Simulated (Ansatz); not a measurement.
Reference: PbI₂ (P-3m1), PBEsol+D3BJ, rigid bands (plane waves, PAW, scalar-relativistic; Ansatz, an electronic-structure program); axes and stresses refer to this cell.

```yaml
crystal:
  lattice:
    - [4.43869, 0.00000, 0.00000]
    - [-2.21934, 3.84401, 0.00000]
    - [0.00000, 0.00000, 6.74127]
  atoms:
    - { symbol: Pb, position: [0.00000, 0.00000, 0.00000] }
    - { symbol: I, position: [0.66667, 0.33333, 0.71971] }
    - { symbol: I, position: [0.33333, 0.66667, 0.28029] }
```

- hole mass along z = 0.54 mₑ
- electron mass along x = 0.23 mₑ
- Seebeck coefficient, n-type 1e19 cm⁻³ = -172 μV/K

Change: spin-orbit coupling switched on. What happens to hole mass along z, electron mass along x, Seebeck coefficient, n-type 1e19 cm⁻³?

hole mass along z grows to 0.56 mₑ; electron mass along x decreases to 0.189 mₑ; Seebeck coefficient, n-type 1e19 cm⁻³ drops in size to -163 μV/K.

Masses are for dilute carriers at 300 K, harmonic means over directions unless an axis is named. Seebeck coefficients are for the stated density at 300 K, with one relaxation time for all states and whether or not that doping can be reached. Spin-orbit coupling is left out unless a row names it; without it the gap and masses of crystals with these elements can be far off. 

PBEsol with a dispersion correction tends to overbind, so the cell can be several per cent short, in bad cases over ten, which usually narrows a gap: PbI2 (P-3m1).
